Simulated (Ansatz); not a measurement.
## Evanescent states of SrO (Fm-3m, rock salt, 2 atoms a cell, 17.2 Å³ an atom) along the normal of (111)

Level of theory: r2SCAN (plane waves, PAW; Ansatz, a quantum-chemistry and plane-wave program).

The gap is the functional's own. No spin-orbit coupling. Mid-gap values are interpolated on the energy grid.

Energies count from the valence-band top; κ is the least over a 12×12 mesh across the current.

```tsv
E (eV)	κ (1/Å)	where
0.09	0.111	Γ
0.27	0.186	Γ
0.45	0.232	Γ
0.63	0.266	Γ
0.81	0.291	Γ
0.99	0.310	Γ
1.17	0.325	Γ
1.35	0.337	Γ
1.53	0.345	Γ
1.71	0.350	Γ
1.89	0.353	Γ
2.07	0.354	Γ
2.25	0.352	Γ
2.43	0.349	Γ
2.61	0.343	Γ
2.79	0.335	Γ
2.97	0.319	off Γ
3.15	0.286	off Γ
3.33	0.246	off Γ
3.51	0.195	off Γ
3.69	0.122	off Γ
```

Q: How thick must the barrier be to attenuate the transmission by 10^8 when the electrodes' Fermi level lies at 2.97 eV, and what attenuation does that film give at 2.43 eV?

A: d = 8 ln 10 / (2 × 0.319) = 28.9 Å. At 2.43 eV it gives 8 × 0.349/0.319 = 8.8 decades.
